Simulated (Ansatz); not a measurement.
**Hypothetical zinc blende PbTe under a change: holes 5.0×10^21 cm⁻³**

The reference is PbTe in the zinc blende structure (space group F-43m, No. 216; a = 7.206 Å; a hypothetical phase, not in the database extracts checked).

The change: hole doping at 5.0×10^21 cm⁻³ (0.468 per cell), with a uniform compensating background at fixed cell and a 300 K Fermi–Dirac width.

Computed with PBEsol (Ansatz, an electronic-structure program), scalar-relativistic without spin-orbit coupling. Settings: 18×18×18 k-points, 0.0259 eV Fermi–Dirac smearing.

| quantity | base | changed | shift |
|---|---|---|---|
| gap between the host's bands | 0.45 eV | 0.73 eV | +0.28 eV |
| gap character | indirect, W → X | indirect, W → X | – |
| valley order (the lowest conduction-band minima on the path, energy above the VBM, named in the base's zone) | X along ⟨100⟩ 0.45 eV; a point along ⟨110⟩, about 0.2 Å⁻¹ from Γ 1.42 eV | X along ⟨100⟩ 0.73 eV; a point along ⟨110⟩, about 0.2 Å⁻¹ from Γ 1.61 eV | – |
| Fermi level relative to the doped band's edge (positive inside the band; to 0.05 eV) | – | +0.45 eV | – |

Carriers are added with a uniform compensating background; total energy and stress of such cells depend on the potential's zero and are not compared; many-body gap narrowing is missing at this level. Spin-orbit coupling, missing from the scalar runs, can matter with Pb and Te. No phonon test of stability was made.
